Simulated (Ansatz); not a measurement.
KCSN (Pbcm, No. 57)

These are B3LYP (VWN-RPA form) (Ansatz, an electronic-structure program, PAW) values and carry that method's errors.

Numerical settings: plane-wave cutoff 460 eV, 4×4×4 k mesh, Fermi–Dirac smearing 0.01 eV, scalar-relativistic PAW data made under PBE.

Cell: measured lattice: a = 6.707 Å, b = 6.691 Å, c = 7.621 Å, α = β = γ = 90.00°.

```yaml
band_gap: 5.68 eV (indirect)
smallest_direct_gap_on_the_k_points_sampled: 5.77 eV
```

Note: cell and atoms aren't relaxed at this level (largest force component 0.20 eV/Å, pressure 1.5 GPa).

Computed values are for the static lattice.
